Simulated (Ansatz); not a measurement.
Base system: Ti in the hcp (Mg type) structure (space group P6_3/mmc, No. 194; a = 2.936 Å, c = 4.637 Å). Axes: x lies along a and z along c of the hexagonal cell.

Level of theory: Ansatz (a program for electronic structure) r2SCAN, spin-orbit coupling left out.

For the base:

| Item | Value |
|---|---|
| Band gap | zero |
| Pressure | 0.0 GPa |
| Shortest interatomic distance | 2.872 Å |

Now apply this change: the cell is compressed by 1.03 % along z with no lateral relaxation, atoms relaxed at fixed cell.

Predict the new band gap, energy relative to the base, pressure and shortest interatomic distance.

The band gap remains zero; the energy increases by 1.1 meV/atom; the pressure (mean of the normal stresses, compression positive) goes from zero to 1.2 GPa; the shortest interatomic distance falls by 0.019 Å to 2.853 Å.

Without a gap, meshes like the base's 18×18×10 leave anisotropic stresses uncertain by several tenths of a GPa, and small strain energies with them. The cells carry an imposed strain or load. Whether these cells are dynamically stable was not tested. The final runs are not spin-polarised.
